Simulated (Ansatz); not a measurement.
System: 1T (CdI2-type) MnI2. Method: r²SCANh (PAW; Ansatz, a quantum-chemistry and plane-wave program).

Numerical settings: plane-wave cutoff 520 eV, 6×6×4 k mesh (along the axes of the cell as run), Fermi–Dirac smearing 0.01 eV, spin-polarised with parallel moments, scalar-relativistic PAW data made under PBE.

Cell (relaxed at this level):

```
CELL_PARAMETERS angstrom
      4.16414     0.00000     0.00000
     -2.08207     3.60625     0.00000
      0.00000     0.00000     7.12329
ATOMIC_POSITIONS crystal
  Mn 0.00000 0.00000 0.00000
  I  0.33333 0.66667 0.23269
  I  0.66667 0.33333 0.76731
```
Starting moments (μB, in the order of the record's atoms Mn I I): 4.0 0.0 0.0.

**Question.** Estimate the band gap, smallest direct gap on the k points sampled and Γ–Γ gap that the calculation returns.

**Answer.** 
* **band gap**: 3.16 eV (on the SCF k mesh)
* **smallest direct gap on the k points sampled**: 3.34 eV
* **Γ–Γ gap**: 3.73 eV

Note: the magnetic order was assumed, not searched for or taken from measurement; the cell comes from a level without a dispersion term, which matters for the spacing of layers, chains or molecules; the cell has widely spaced layers and the level no dispersion term, so their spacing and the moduli can rest on weak binding.

Spin–orbit coupling is not included; with these elements it can move the gap by several tenths of an eV or more.

The computed numbers hold no vibrational or temperature effects.

It cost very roughly 2.5 core-hours of CPU time.
